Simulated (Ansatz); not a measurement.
The starting structures come from a database of crystals and need not be the phases stable at ambient conditions.

Tunnelling through a barrier is set by its complex band structure: the current falls as exp(−2κd) with the smallest κ.

```
CELL_PARAMETERS angstrom
      6.78807     0.00000     0.00000
     -2.74173     6.20974     0.00000
      1.96927     3.02215     3.86693
ATOMIC_POSITIONS crystal
  Ca 0.37247 0.62753 0.75000
  Ca 0.62753 0.37247 0.25000
  W  0.88357 0.11643 0.75000
  W  0.11643 0.88357 0.25000
  O  0.06109 0.64121 0.15805
  O  0.93891 0.35879 0.84195
  O  0.35879 0.93891 0.34195
  O  0.64121 0.06109 0.65805
  O  0.72672 0.79296 0.14861
  O  0.27328 0.20704 0.85139
  O  0.20704 0.27328 0.35139
  O  0.79296 0.72672 0.64861
```

Space group of this cell: C2/c. The cell is taken as given; by r2SCAN its mean pressure is -10.4 GPa.

Transport runs along the normal of the first two printed cell vectors.

The gap is the functional's own, uncorrected, and κ follows it; spin-orbit coupling is left out. Mid-gap values are interpolated between the computed energies.

Compute, with r2SCAN run with Ansatz (a first-principles code), the band gap and the smallest decay constant κ at mid-gap.

Gap 4.12 eV on a 6×6×8 mesh; κ = 0.507 1/Å, at (0.500, 0.500) of the in-plane reciprocal vectors. At the zone centre, at the nearest computed energy, the slowest state has κ = 0.52 1/Å.
